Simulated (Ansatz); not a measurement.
Take LuP in the zinc blende structure (space group F-43m, No. 216; a = 6.1371 Å; a hypothetical phase, not in the database extracts checked) as the base. Axes: x, y, z lie along the cube axes.

Calculations: r2SCAN (Ansatz, a quantum-chemistry and plane-wave program), without spin-orbit coupling.

The change: the cell is scaled by 1.0188 in all directions; the atoms relax in the strained cell.

Problem. Predict the stress tensor and what it implies for the stiffness.

Solution. Stress of the strained cell less that of the base (GPa, compression positive):
```
  -3.20    0.00    0.00
   0.00   -3.20    0.00
   0.00    0.00   -3.20
```

Then B = −ΔP/(ΔV/V₀) with ΔV/V₀ = 0.0575 gives secant stiffness values (nonlinear terms included at this strain): B ≈ 56 GPa.

As a check, the harmonic strain energy −½ V₀ Δσ:ε is 16 meV/atom; the computed energy rise is 17 meV/atom.

No phonon test of stability was made.
